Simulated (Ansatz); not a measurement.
Bulk modulus of Rh (model structure, started from the diamond type, Fd-3m, No. 227, 2 atoms in the cell) at several levels of theory

No measured value is used here.

```tsv
level (code)	value (GPa)	cell (Å³/atom)
LDA (Ansatz)	164	19.56
PBEsol (Ansatz)	151	20.04
r²SCAN (Ansatz)	145	20.35
```

The crystal itself was run without spin with LDA, PBEsol, r²SCAN; a magnetic state was not tried in these runs. LDA, PBEsol, r²SCAN: the run has no spin polarisation, so it can have missed a magnetic state. LDA, PBEsol, r²SCAN: the bulk modulus is −V dP/dV from two relaxed cells at ±2 % in volume. Each level is taken at its own relaxed cell. Cutoffs differ between the levels. Ansatz's density-functional and Hartree–Fock values are scalar-relativistic unless marked +SOC, with PAW data made under PBE.

A model structure was made by putting elements into a prototype or built by hand; it is no filed structure, need not be a known phase, and can be a saddle point held by its symmetry.

Ansatz is a quantum-chemistry and plane-wave program.
